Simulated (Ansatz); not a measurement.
Results of PBE (Ansatz, a first-principles code, PAW) for cubic perovskite BaHfO3.

Numerical settings: plane-wave cutoff 520 eV, 6×6×6 k mesh, perturbation theory, scalar-relativistic PAW data made under PBE.

The cell has the measured lattice parameters. Conventional cell: a = 4.1710 Å, b = 4.1710 Å, c = 4.1710 Å, α = 90.00°, β = 90.00°, γ = 90.00°.

Harmonic phonon frequencies (cm⁻¹; i marks an imaginary mode; at Γ without the LO shift):

```
q point                                                  frequencies
-------  -----------------------------------------------------------
Γ              0 0 0 104 104 104 186 186 186 199 199 199 527 527 527
X            84 84 93 93 137 179 206 206 238 267 267 396 515 515 737
M            73 84 85 85 107 185 185 280 280 295 295 409 501 587 785
R        36i 36i 36i 104 104 104 219 219 219 368 368 368 577 577 814
```

Imaginary modes appear, so the structure is dynamically unstable at this level.

Note: the run finds an imaginary mode (36i cm⁻¹), so the cell is a saddle point at this level; the cell isn't this level's own, so it is under some stress, which shifts stiffness and frequencies.
